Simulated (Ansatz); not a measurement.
Functionals compared on a constructed model of the (111) surface of fcc Ir, a pseudomorphic layer of Au in the host's stacking (bottom of the slab: a bare face, its two planes held), in Ansatz (plane waves, PAW). The structure was relaxed with PBE; the other rows are single points on it. Cutoff 420 eV (500 eV for r2SCAN).

Slab: 7 atoms, 13.6 Å thick at the start with caps and adatoms (thin: gaps and levels are the slab's own); k 16x16x1, smearing 0.1 eV, dipole-corrected; 2 atoms held, the rest relaxed; start symmetry kept, larger cells not searched; no spin, no spin-orbit, no U. In PBE it is, or lies within 0.01 eV a 1x1 cell of, the lowest of the 2 structures of its composition computed so far; subsurface sites and larger cells were not tried. These notes are the PBE run's.

| functional | work function of the top face (eV) | rough cost of the single point |
|---|---|---|
| PBE | 5.31 | – |
| RPBE | 5.14 | about 30 core-seconds (a rough figure) |
| r2SCAN | 5.35 | roughly 60 core-seconds |

Ansatz is a first-principles code.
